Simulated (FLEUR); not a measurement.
Band structure of BaMg6Mo (P4/mmm, 8 atoms in the cell).

```yaml
crystal:
  lattice:
    - [6.77814, 0.00000, 0.00000]
    - [0.00000, 6.77814, 0.00000]
    - [0.00000, 0.00000, 4.29517]
  atoms:
    - { symbol: Ba, position: [0.00000, 0.00000, 0.50000] }
    - { symbol: Mg, position: [0.00000, 0.50000, 0.50000] }
    - { symbol: Mg, position: [0.50000, 0.00000, 0.50000] }
    - { symbol: Mg, position: [0.71015, 0.28985, 0.00000] }
    - { symbol: Mg, position: [0.28985, 0.71015, 0.00000] }
    - { symbol: Mg, position: [0.71015, 0.71015, 0.00000] }
    - { symbol: Mg, position: [0.28985, 0.28985, 0.00000] }
    - { symbol: Mo, position: [0.50000, 0.50000, 0.50000] }
```

Method of the run: PBEsol, all-electron FLAPW (FLEUR), scalar-relativistic valence.

Settings: Kmax = 4 1/bohr; GmaxXC = 12 1/bohr; xcFunctional = PBEs; jspins = 1; l_soc = F; mode = hist; fermiSmearingEnergy = 0.00183747 Htr; mesh (inpgen div1-3) = 3 3 5; inpgen gamma flag = false; Gmax = 12 1/bohr; numbands = 0; maxIterBroyd = 15; imix = Anderson; alpha = 0.05.

The starting cell comes from a database of computed structures (which also holds hypothetical and non-ambient phases and stackings), without a prior relaxation at this level. Spin polarisation is off. Values depend on the basis (sphere radii, cutoffs, local orbitals), which need not be converged.

Levels in eV from the Fermi level, bands 39 to 46:
```json
[
 {"point": "Γ", "39": "-0.57", "40": "-0.24", "41": "-0.24", "42": "0.49", "43": "0.82", "44": "0.82", "45": "1.36", "46": "1.56"},
 {"point": "X", "39": "-1.06", "40": "-0.32", "41": "-0.22", "42": "0.35", "43": "0.61", "44": "0.94", "45": "1.44", "46": "2.07"},
 {"point": "M", "39": "-0.35", "40": "-0.35", "41": "-0.16", "42": "0.11", "43": "1.45", "44": "2.10", "45": "2.10", "46": "2.12"},
 {"point": "Z", "39": "-0.72", "40": "-0.34", "41": "-0.34", "42": "-0.20", "43": "-0.20", "44": "-0.06", "45": "0.66", "46": "0.93"},
 {"point": "R", "39": "-0.85", "40": "-0.83", "41": "-0.60", "42": "-0.56", "43": "0.00", "44": "0.43", "45": "0.69", "46": "1.17"},
 {"point": "A", "39": "-1.39", "40": "-0.55", "41": "-0.42", "42": "-0.28", "43": "-0.28", "44": "0.69", "45": "1.08", "46": "1.15"}
]
```
